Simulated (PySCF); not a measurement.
PySCF 2.14.0, WB97X/def2-svp, df: W(O)(S)(Cl)(Br) ([O]=[W](=[S])([Cl])[Br]), 5 atoms. The geometry is a generated start, not checked to be a minimum at this level.

task: energy
method: wb97x
basis: def2-svp
two-electron scheme: density fitting
mol.max_memory: 3000 MB
mf.max_cycle: 100
mf.init_guess: minao (default)
mf.conv_tol: 1e-09 (default)
mf.grids.level: 3 (default)
effective core potentials: those of the basis set, past Kr
basis functions: 114
grid points: 96576

```xyz
5

W      0.1012    -0.0248    -0.1070
O      1.3595     0.5481    -1.0471
S      0.8742    -0.7423     1.7947
Cl    -1.0301    -1.5960    -1.0524
Br    -1.3048     1.8149     0.4117
```

Charge 0 and multiplicity 1 are set for this test and not shown to be the ground state.

With the defaults (mf.DIIS = CDIIS, mf.diis = true, mf.level_shift = 0, mf.diis_space = 8, mf.diis_damp = 0, mf.damp = 0, mf.diis_start_cycle = 1) it converges in 16 Fock builds. One run each on 2 threads, 1 BLAS thread, with these changes:
- mf.diis_space = 12
- mf.level_shift = 1 Hartree
- mf.damp = 0.7, mf.diis_start_cycle = 8
- mf.level_shift = 0.1 Hartree
- mf.diis = false, mf.damp = 0.7, mf.diis_start_cycle = 999
- mf.diis_damp = 0.3
- mf.DIIS = ADIIS
- mf.diis = false
- mf.DIIS = EDIIS

### Question
Which runs fail or end elsewhere than the default run?

### Answer
No convergence: mf.DIIS = EDIIS; mf.diis = false (the run ends without SCF convergence in 100 cycles). The rest reach the solution of the defaults.

| setting | Fock builds | end |
|---|---|---|
| the defaults | 16 | same solution |
| mf.diis_space = 12 | 16 | same solution |
| mf.diis_damp = 0.3 | 16 | same solution |
| mf.level_shift = 0.1 Hartree | 17 | same solution |
| mf.damp = 0.7, mf.diis_start_cycle = 8 | 19 | same solution |
| mf.DIIS = ADIIS | 26 | same solution |
| mf.level_shift = 1 Hartree | 34 | same solution |
| mf.diis = false, mf.damp = 0.7, mf.diis_start_cycle = 999 | 53 | same solution |
| mf.DIIS = EDIIS | 101 | no convergence |
| mf.diis = false | 101 | no convergence |
